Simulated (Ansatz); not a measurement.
Several settings converged on a (100) slab of LuCl3 (cut from a parent of space group no. 194; 8 atoms in the cell)

```yaml
crystal:
  lattice:
    - [9.41660, 0.00000, 0.00000]
    - [0.00000, 3.45521, 0.00000]
    - [0.00000, 0.00000, 18.63372]
  atoms:
    - { symbol: Lu, position: [0.50000, 0.25000, 0.57294] }
    - { symbol: Lu, position: [0.00000, 0.75000, 0.42706] }
    - { symbol: Cl, position: [0.32385, 0.75000, 0.62434] }
    - { symbol: Cl, position: [0.17615, 0.25000, 0.37566] }
    - { symbol: Cl, position: [0.00000, 0.25000, 0.52985] }
    - { symbol: Cl, position: [0.50000, 0.75000, 0.47015] }
    - { symbol: Cl, position: [0.67615, 0.75000, 0.62434] }
    - { symbol: Cl, position: [0.82385, 0.25000, 0.37566] }
```

Base method: LDA (PW92), default PAW files made with PBE (plane waves; Ansatz, a program for electronic structure).

Base settings: basis.ecutwfc = 420 eV; kpoints.mp_grid.grid = 3 7 1; hamiltonian.xc = lda; hamiltonian.pseudopotentials = {kind: paw} (the program's default PAW files); scf.occupations.method = fermi_dirac; scf.occupations.width = 0.05 eV.

The count of work is k-points × plane waves × bands × iterations; it is no time. 

**The vacuum**

The mesh stays at the base's, so the ladder's end is converged at best in this setting alone.

Only quantities that move along the ladder and can be compared are tabulated.

| vacuum between outermost atoms (Å) | free energy less the last step's (meV/atom) | largest difference of a force vector from the last step's (eV/Å) | gap on the mesh (eV) | count of work / last |
|---|---|---|---|---|
| 3.0 | -13.53 | 0.048 | 3.692 | 0.25 |
| 4.0 | -3.51 | 0.022 | 3.629 | 0.25 |
| 5.0 | -0.60 | 0.010 | 3.596 | 0.32 |
| 6.0 | -0.14 | 0.005 | 3.585 | 0.35 |
| 7.0 | -0.06 | 0.003 | 3.582 | 0.38 |
| 8.0 | -0.03 | 0.001 | 3.581 | 0.42 |
| 10.0 | -0.01 | 0.000 | 3.581 | 0.42 |
| 12.0 | 0.00 | 0.000 | 3.580 | 0.55 |
| 14.0 | 0.00 | 0.001 | 3.581 | 0.54 |
| 17.0 | 0.00 | 0.000 | 3.581 | 0.62 |
| 20.0 | 0.00 | 0.001 | 3.581 | 0.71 |
| 25.0 | -0.01 | 0.000 | 3.580 | 0.86 |
| 30.0 | 0.00 | 0.000 | 3.580 | 1.0 |

Smallest vacuum between outermost atoms (Å) that holds the gap on the mesh within 0.01 eV of the last step, with all finer ones: 6.0, at 0.35 of the last step's count of work; the step before is off by 0.016 eV.

Smallest vacuum between outermost atoms (Å) that holds the forces within 0.02 eV/Å of the last step, with all finer ones: 5.0, at 0.32 of the last step's count of work; the step before is off by 0.022 eV/Å.

Smallest vacuum between outermost atoms (Å) that holds the free energy within 2 meV/atom of the last step, with all finer ones: 5.0, at 0.32 of the last step's count of work; the step before is off by 3.5 meV/atom.

**The plane-wave cutoff**

The mesh stays at the base's, so the ladder's end is converged at best in this setting alone.

Only quantities that move along the ladder and can be compared are tabulated.

```csv
basis.ecutwfc,free energy less the last step's (meV/atom),largest difference of a force vector from the last step's (eV/Å),count of work / last
210 eV,1646.87,0.028,0.14
250 eV,284.03,0.060,0.19
295 eV,29.47,0.037,0.21
355 eV,2.60,0.004,0.32
420 eV,0.69,0.001,0.35
505 eV,0.25,0.000,0.47
630 eV,0.04,0.000,0.65
840 eV,0.00,0.000,1.0
```

Coarsest basis.ecutwfc that holds the forces within 0.005 eV/Å of the last step, with all finer ones: 355 eV, at 0.32 of the last step's count of work; the step before is off by 0.037 eV/Å.

Coarsest basis.ecutwfc that holds the free energy within 2 meV/atom of the last step, with all finer ones: 420 eV, at 0.35 of the last step's count of work; the step before is off by 2.6 meV/atom.

On the base run: the starting cell comes from a database of computed structures (which also holds hypothetical and non-ambient phases and stackings), without a prior relaxation at this level. The slab is cut from that crystal, and its faces are unrelaxed. Its lattice was rescaled by up to half a per cent. Spin-orbit coupling is off. Spin polarisation is off, though cut faces can carry moments; a gap of a slab can lie between surface states.

Keys are those of Ansatz 0.2.
